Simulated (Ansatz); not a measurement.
**BC5 (I-4m2): band-structure transport figures**

```xyz
6
Lattice="-1.2513 1.2513 5.6683 1.2513 -1.2513 5.6683 1.2513 1.2513 -5.6683" Properties=species:S:1:pos:R:3 pbc="T T T"
B      0.0000     1.2513     2.8341
C      0.0000     0.0000     9.5658
C      0.0000     0.0000     1.7708
C      0.0000     0.0000     5.6683
C      1.2513     0.0000     4.7598
C      1.2513     0.0000     0.9085
```

Calculation: r2SCAN, rigid bands (plane waves, PAW, scalar-relativistic; Ansatz, a first-principles code). Condition of this run: functional r2SCAN on the same cell. Geometry: cell and atoms relaxed with PBEsol.

| Quantity | Result |
|---|---|
| density of states at the Fermi level | 0.552 states/(eV·cell), both spins |
| bare Sommerfeld coefficient | 0.22 mJ/(mol of atoms·K²) |
| Drude plasma energy | 6.7 (x), 6.7 (y), 1.70 (z) eV |
| root-mean-square Fermi velocity | 8.7e5 m/s |
| resistivity times τ | 11.1 (x), 11.1 (y), 169 (z) ×10⁻²² Ω·m·s |

A metal at this level (no band gap); rigid bands, thermally averaged at 300 K, both spins. Spin-orbit coupling is left out. τ is one relaxation time for all states.

Computed structure with no diffraction record at hand here (it may be known, metastable or hypothetical): BC5 (I-4m2).
